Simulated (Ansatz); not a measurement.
Take BaZrO$_{3}$ in the cubic perovskite structure (space group Pm-3m, No. 221; a = 4.2272 Å) as the base.

Level of theory: PBE (Ansatz, a program for electronic structure), without spin-orbit coupling.

Base values:

| Item | Result |
|---|---|
| Pressure | 0.01 GPa |

Modification: the cell is scaled by 1.0300 in all directions, atoms relaxed at fixed cell.

What happens to the pressure?

The pressure falls by 10.903 GPa (0.01 GPa → -10.90 GPa).

What does the calculation give for the energy relative to the base after the change?

The energy grows by 52 meV/atom.

What does the calculation give for the mean gap deformation potential ΔEg/Δln V after the change?

The mean gap deformation potential ΔEg/Δln V is -2.5 eV.

The cells carry an imposed strain or load. No phonon test of stability was made.
